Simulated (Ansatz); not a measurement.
Partial pair distribution functions of a relaxed model of amorphous W20Si10N20, broadened by 0.06 Å; density 11.32 g/cm³. These are PBE, scalar-relativistic without spin-orbit coupling (plane waves to 420 eV, PAW; Ansatz, a first-principles code) values and carry that method's errors. The usual formal charges leave 100 electrons over, so the level spacing at the Fermi energy parts defect or band states and needn't be the band gap.

A CHGNet melt-quench gave the starting glass, which DFT then relaxed. N atoms were pushed apart under 1.9 Å during the dynamics, to hinder bonds among them. The hot cell started wider than the set density and was brought back towards it in steps. It is the lowest in DFT energy of 2 quenches. It is a model cell: composition and starting density were chosen by hand, and all elements were melted together. No dispersion term was used. Its density started from a set value of 13.06 and ended at 11.32 g/cm³. The quench (nominally 450 K/ps over its main leg) was far faster than any real one, so the model tends to hold more defects than a real film. One small periodic cell is one sample of the glass; other quenches scatter about these values. Volume and shape were free in the relaxation. Stress components on the final sampling reach 0.6 GPa. On a 2×2×2 Γ-centred mesh force components of up to 0.41 eV/Å stay, since the relaxation ran on one k-point at (1/4, 1/4, 1/4).

```csv
r (Å),g W-N,g W-W,g Si-Si,g N-N
1.75,0.02,0.00,0.00,0.00
1.85,0.43,0.00,0.00,0.00
1.95,2.99,0.00,0.00,0.00
2.05,7.47,0.00,0.00,0.00
2.15,5.48,0.00,0.00,0.00
2.25,2.19,0.00,0.24,0.00
2.35,0.65,0.00,2.21,0.23
2.45,0.21,0.00,2.70,1.48
2.55,0.27,0.04,1.79,1.77
2.65,0.20,0.54,2.85,2.65
2.75,0.05,1.76,4.20,3.15
2.85,0.09,3.40,1.84,2.50
2.95,0.09,3.58,0.09,1.26
3.05,0.28,2.57,0.27,1.56
3.15,0.40,2.45,1.35,1.30
3.25,0.65,1.80,1.30,0.84
3.35,0.99,0.55,1.40,0.43
3.45,1.17,0.52,0.75,0.52
3.55,1.11,1.05,0.43,0.98
3.65,0.99,0.76,0.52,1.17
3.75,1.23,0.36,0.70,1.37
3.85,1.23,0.46,0.59,1.59
```

Within 2.74 Å each W has 3.60 N neighbours on average.
